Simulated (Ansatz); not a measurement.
Take MoS₂ in the fluorite structure (space group Fm-3m, No. 225; a = 5.9458 Å; ferromagnetic; a hypothetical phase, not in the database extracts checked; relaxed with 0.1 eV smearing) as the base. Axes: x, y, z lie along the cube axes.

Level of theory: Ansatz (an electronic-structure program), PBE, PAW, cutoff 420 eV, spin-orbit coupling left out.

Strains are applied to the cell and any free atomic positions relax; under biaxial strain the out-of-plane vector relaxes too.

One change was made to it. Results:

| quantity | base | after |
|---|---|---|
| largest site moment | 1.35 μB | 1.49 μB |
| energy relative to the base (free energy F) | 0 meV/atom | +27 meV/atom |
| pressure | 0.0 GPa | -6.8 GPa |

### Question
Which change produced these results?
(A) tensor shear ε_yz = −1.61 %
(B) tensor shear ε_xz = +3.12 %
(C) isotropic strain +2.22 %
(D) uniaxial strain ε_yy = −0.20 %
(E) biaxial strain +1.41 %, plane normal [001], relaxed out of plane

### Answer
C, isotropic strain +2.22 %. For comparison, the energy relative to the base in the other runs: tensor shear ε_xz = +3.12 % gives +6.0 meV/atom; biaxial strain +1.41 %, plane normal [001], relaxed out of plane gives +5.1 meV/atom; tensor shear ε_yz = −1.61 % gives +1.6 meV/atom; uniaxial strain ε_yy = −0.20 % gives 0.0 meV/atom.

The magnetic state is the one reached from the starting moments; the real material's order can differ, and small cells can't hold many antiferromagnetic ones. Stability against distortions was not tested.
